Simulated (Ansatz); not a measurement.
Take Li$_{2}$PdO$_{3}$ (space group C2/m, No. 12; a cell from a computed database, its experimental status unchecked) as the base.

```
CELL_PARAMETERS angstrom
      2.55610    -4.42122     0.00000
      2.55610     4.42122     0.00000
     -1.70742     0.00000     4.77848
ATOMIC_POSITIONS crystal
  Li 0.50000 0.50000 0.50000
  Li 0.83645 0.16355 0.50000
  Li 0.16355 0.83645 0.50000
  Li 0.00000 0.00000 0.00000
  Pd 0.66673 0.33327 0.00000
  Pd 0.33327 0.66673 0.00000
  O  0.26836 0.26836 0.76321
  O  0.73164 0.73164 0.23679
  O  0.42529 0.07783 0.23407
  O  0.57471 0.92217 0.76593
  O  0.92217 0.57471 0.76593
  O  0.07783 0.42529 0.23407
```

Cartesian axes are those of the cell as printed.

All numbers come from Ansatz (a program for electronic structure), r2SCAN, PAW, cutoff 500 eV, no spin-orbit coupling, earlier PAW set.

Strains are applied to the cell and any free atomic positions relax; under biaxial strain the out-of-plane vector relaxes too.

One change was made to it. Results:

```csv
quantity,base,after
shortest interatomic distance,2.007 Å,2.014 Å
energy relative to the base (free energy F),0 meV/atom,+2.8 meV/atom
```

Question: What was done to the base?
A. biaxial strain +1.62 %, plane normal [001], relaxed out of plane
B. isotropic strain +2.99 %
C. uniaxial strain ε_yy = +2.05 %

Answer: C, uniaxial strain ε_yy = +2.05 %. For comparison, the energy relative to the base in the other runs: biaxial strain +1.62 %, plane normal [001], relaxed out of plane gives +4.1 meV/atom; isotropic strain +2.99 % gives +24 meV/atom.

No phonon test of stability was made.
